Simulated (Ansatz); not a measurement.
An Ansatz (a first-principles code) run: VSi2; Ansatz PBEsol, spin-orbit coupling left out.

Input:

Ansatz 0.2 input:
```yaml
crystal:
  lattice:
    - [4.5231520255, 0, 0]
    - [-2.2615760128, 3.9171645593, 0]
    - [0, 0, 6.3200245321]
  atoms:
    - { symbol: V, position: [0.5, 0, 0] }
    - { symbol: V, position: [0.5, 0.5, 0.3333333333] }
    - { symbol: V, position: [0, 0.5, 0.6666666667] }
    - { symbol: Si, position: [0.1632110114, 0.3264220229, 0] }
    - { symbol: Si, position: [0.8367889886, 0.1632110114, 0.3333333333] }
    - { symbol: Si, position: [0.6735779771, 0.8367889886, 0.6666666667] }
    - { symbol: Si, position: [0.8367889886, 0.6735779771, 0] }
    - { symbol: Si, position: [0.1632110114, 0.8367889886, 0.3333333333] }
    - { symbol: Si, position: [0.3264220229, 0.1632110114, 0.6666666667] }
basis: { ecutwfc: 420, ecutrho_ratio: 4, xc_grid: 2, fft_grid_basis: typed }
kpoints: { mp_grid: { grid: [12, 12, 8] } }
hamiltonian:
  xc: pbesol
  dispersion: none
  pseudopotentials: { kind: paw }
scf: { occupations: { method: fermi_dirac, width: 0.05 }, convergence: { dr2_threshold: 0.0000000009 } }
output: { forces: true, stress: true }
```

Output:

```
WARN ansatz: RAYON_NUM_THREADS=1 ignored (pool sized by the plan → 1); use --threads N
Pseudopotentials: kind: paw
Pseudopotential: V, paw, valence charge 13
Pseudopotential: Si, paw, valence charge 4
Functional definition: PBEsol
Crystal: 9 atoms, lattice volume = 111.978 Å³
Basis set: ecut = 420 eV, 2175 PW (Γ), exchange–correlation on 64×64×90 points (8 copies of the dense FFT grid, shifted against one another)
Bands: 41, of which v1, the nominal top of the filled ones, is band 32 counted from 1 (31 counted from 0)
Symmetry: 12 space group operations
Space group: P6222 (ITA 180), of the structure as read, at distance tolerance 4.8e-5 Å
k-points: 95 of 1152 (time reversal used)
PAW frozen core: V, regenerated for the run's functional, and the local potential with it
PAW frozen core: Si, regenerated for the run's functional, and the local potential with it
Initial density: superposition of atomic densities (neutral atoms: chi_scale 0, normalization atom), corrected by the library's trained network
Initial wavefunctions: pseudopotential atomic-orbital guess
Eigensolver: davidson
Functional: x = pbesol(κ = 0.804, μ = 0.12345679012345678), c = pbesol(β = 0.046)
SCF iter   1: F=—  HF=-12390.181746 eV  |F-HF|=—  |Δ(HF+E_count)|=         —  Δρ=6.24e-3  dr2=2.39e-2  ethr=1.77e-3  ⟨swp⟩=6.6  Hψ=16553  notcnv=0  defer=18
all-band conjugate gradients solve this SCF's bands
preconditioner: auto → Kerker (q_TF=auto, 2.479 Å⁻¹)
SCF iter   2: F=—  HF=-12390.178095 eV  |F-HF|=—  |Δ(HF+E_count)|=   3.65e-3  Δρ=3.28e-3  dr2=6.29e-3  ethr=3.79e-5  ⟨swp⟩=2.1  Hψ=5768  notcnv=0  defer=85
SCF iter   3: F=—  HF=-12390.177139 eV  |F-HF|=—  |Δ(HF+E_count)|=   9.56e-4  Δρ=6.13e-4  dr2=5.35e-4  ethr=9.99e-6  ⟨swp⟩=3.0  Hψ=7044  notcnv=0  defer=85
SCF iter   4: F=—  HF=-12390.177057 eV  |F-HF|=—  |Δ(HF+E_count)|=   8.20e-5  Δρ=1.33e-4  dr2=2.01e-5  ethr=8.49e-7  ⟨swp⟩=2.0  Hψ=4574  notcnv=0  defer=85
SCF iter   5: F=—  HF=-12390.177016 eV  |F-HF|=—  |Δ(HF+E_count)|=   4.06e-5  Δρ=3.29e-5  dr2=8.73e-7  ethr=3.19e-8  ⟨swp⟩=2.1  Hψ=5178  notcnv=0  defer=85
SCF iter   6: F=—  HF=-12390.177024 eV  |F-HF|=—  |Δ(HF+E_count)|=   7.67e-6  Δρ=4.72e-6  dr2=2.25e-8  ethr=1.38e-9  ⟨swp⟩=2.2  Hψ=5338  notcnv=0  defer=85
SCF iter   7: F=-12390.177024 eV  HF=-12390.177024 eV  |F-HF|=2.47e-10  |Δ(HF+E_count)|=   5.36e-9  Δρ=7.10e-7  dr2=4.77e-10  ethr=1.43e-12  ⟨swp⟩=3.0  Hψ=13983  notcnv=0
SCF 1 converged in 7 iterations: F = -12390.177024 eV  dr2 = 4.77e-10
SCF converged after 7 iterations
Free energy (F): -12390.177024 eV
Harris-Foulkes:  -12390.177024 eV  (|F-HF|=2.47e-10)
Internal energy: -12390.129768 eV  (E = F + TS)
E sigma→0 (E₀):  -12390.153396 eV
Entropy (-TS):   -0.047255 eV (-5.251 meV/atom)
Fermi energy:    14.392415 eV
--- Per-component energies (eV) ---
  E_band       = -333.541662
  E_kinetic    = 1281.366800
  E_local      = -3792.766829  (includes V_loc(G=0)·N_el)
  E_nonlocal   = 19.930783
  E_hartree    = 1782.457423
  E_xc         = -732.326174
  E_vxc        = -796.337568  (∫ρ·V_xc dr)
  E_paw        = -6254.643024  (= ΣΔE_a)
  E_vpaw       = -610.651413  (= ΣTr[D̂ρ^β])
  E_aug_tail   = 0.000843  (compensation charges beyond the density's cutoff)
  E_ewald      = -4694.787991
  E_core_change = 0.638401  (= ΣΔE_core)
  E_smearing   = -0.047255  (= −TS)
  E_closure    = 0.000000  (closes the sum)
  Σ components = -12390.177024   (vs F -12390.177024, Δ=0.00e0)
  [band-id]    e_kinetic+e_local+e_nonlocal+2·e_hartree+e_vxc+e_vpaw+e_augmentation_tail = -333.542538   (vs E_band -333.541662, Δ=-8.77e-4)
--- Forces (eV/Å), atoms counted from 1 ---
  atom   1  V     -0.00000000    -0.00000000     0.00000000
  atom   2  V      0.00000000    -0.00000000    -0.00000000
  atom   3  V      0.00000000     0.00000000     0.00000000
  atom   4  Si     0.00000000    -0.00017725     0.00000000
  atom   5  Si     0.00015350    -0.00008862    -0.00000000
  atom   6  Si     0.00015350     0.00008862     0.00000000
  atom   7  Si    -0.00000000     0.00017725    -0.00000000
  atom   8  Si    -0.00015350     0.00008862     0.00000000
  atom   9  Si    -0.00015350    -0.00008862    -0.00000000
  max |Σ_I F_I| component: 7.81e-17 eV/Å
--- Stress (GPa, compression-positive) ---
        0.002007       0.000000       0.000000
        0.000000       0.002007       0.000000
        0.000000       0.000000       0.003249
  P = ⅓ Tr σ = 0.0024 GPa (0.024 kbar)
  The stress holds the Pulay correction. Without it, at fixed plane waves, as pw.x and ABINIT print it: P = -0.0444 GPa
  The stress includes an estimate of the error left by incomplete SCF convergence (largest component 0.0003 GPa).
--- Band table ---
  band table: none
```

Whether these cells are dynamically stable was not tested. Starting moments died away, wholly or in part, for the base; another magnetic solution may exist. All final runs are without spin polarisation. An odd electron count without spin: VSi2. The cell is VSi$_{2}$ (space group P6_222, No. 180).
